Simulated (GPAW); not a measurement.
**Short convergence ladders for a (111) slab of CoSi2 (cut from a parent of space group no. 225; 6 atoms in the cell)**

```
CoSi2
1.0
    3.77872     0.00000     0.00000
    1.88936     3.27247     0.00000
    0.00000     0.00000    18.62801
Co Si
2 4
Cartesian
  0.00000   0.00000   7.77131
  1.88936   1.09082  10.85670
  3.77872   2.18165   6.99999
  1.88936   1.09082   8.54269
  0.00000   0.00000  10.08531
  3.77872   2.18165  11.62801
```

Base method: PBEsol, GPAW PAW datasets PBEsol (made by gpaw-setup) (plane waves; GPAW).

Base settings: mode = pw; ecut = 850 eV; xc = PBEsol; kpts = 5 5 1; mesh shift (steps) = 0 0 0; occupations.name = fermi-dirac; occupations.width = 0.1 eV; nbands = -10; convergence.density = 1e-05 e/electron; symmetry.symmorphic = false.

The count of work is k-points × plane waves × bands × iterations; it is no time. Core times come from one kind of shared machine, to one figure; runs under 30 s give none.

**The vacuum**

The mesh stays at the base's, so the ladder's end is converged at best in this setting alone.

Only quantities that move along the ladder and can be compared are tabulated.

```tsv
vacuum between outermost atoms (Å)	free energy less the last step's (meV/atom)	largest difference of a force vector from the last step's (eV/Å)	count of work / last	core time / last (rough)
3.0	-28.26	0.559	0.18	0.2
5.0	8.41	0.062	0.21	0.3
7.0	0.78	0.008	0.27	0.3
14.0	0.00	0.001	0.41	0.4
30.0	0.00	0.000	1.0	1
```

Smallest vacuum between outermost atoms (Å) that holds the free energy within 2 meV/atom of the last step, with all finer ones: 7.0, at 0.27 of the last step's count of work and about 0.3 of the last step's time; the step before is off by 8.4 meV/atom.

Smallest vacuum between outermost atoms (Å) that holds the forces within 0.02 eV/Å of the last step, with all finer ones: 7.0, at 0.27 of the last step's count of work and about 0.3 of the last step's time; the step before is off by 0.062 eV/Å.

**The k-point mesh**

Only quantities that move along the ladder and can be compared are tabulated.

| kpts | free energy less the last step's (meV/atom) | largest difference of a force vector from the last step's (eV/Å) | count of work / last | core time / last (rough) |
|---|---|---|---|---|
| 2 2 1 | -8.51 | 0.531 | 0.069 | 0.2 |
| 4 4 1 | 10.93 | 0.052 | 0.16 | 0.3 |
| 5 5 1 | 4.52 | 0.065 | 0.16 | 0.2 |
| 7 7 1 | -3.95 | 0.020 | 0.26 | 0.4 |
| 16 16 1 | 0.00 | 0.000 | 1.0 | 1 |

Coarsest kpts that holds the forces within 0.01 eV/Å: not settled: the last two steps still differ by 0.020 eV/Å, over half the tolerance, so the ladder does not show it.

Coarsest kpts that holds the free energy within 5 meV/atom: not settled: the last two steps still differ by 3.9 meV/atom, over half the tolerance, so the ladder does not show it.

**The plane-wave cutoff**

The mesh stays at the base's, so the ladder's end is converged at best in this setting alone.

Only quantities that move along the ladder and can be compared are tabulated.

```tsv
ecut	free energy less the last step's (meV/atom)	largest difference of a force vector from the last step's (eV/Å)	count of work / last	core time / last (rough)
425 eV	87.78	0.008	0.14	0.2
595 eV	6.71	0.001	0.20	0.4
850 eV	1.59	0.000	0.35	0.4
1020 eV	0.20	0.000	0.45	0.6
1700 eV	0.00	0.000	1.0	1
```

Coarsest ecut that holds the forces within 0.005 eV/Å of the last step, with all finer ones: 595 eV, at 0.20 of the last step's count of work and about 0.4 of the last step's time; the step before is off by 0.008 eV/Å.

Coarsest ecut that holds the free energy within 1 meV/atom of the last step, with all finer ones: 1020 eV, at 0.45 of the last step's count of work; the step before is off by 1.6 meV/atom.

On the base run: the starting cell has typed, rounded lattice constants, without a prior relaxation at this level. The slab is cut from that crystal, and its faces are unrelaxed. Its lattice was rescaled by up to half a per cent. Spin polarisation is off. Without a gap this mesh is coarse (it stands for a supercell whose shortest in-plane vector is 19 Å).
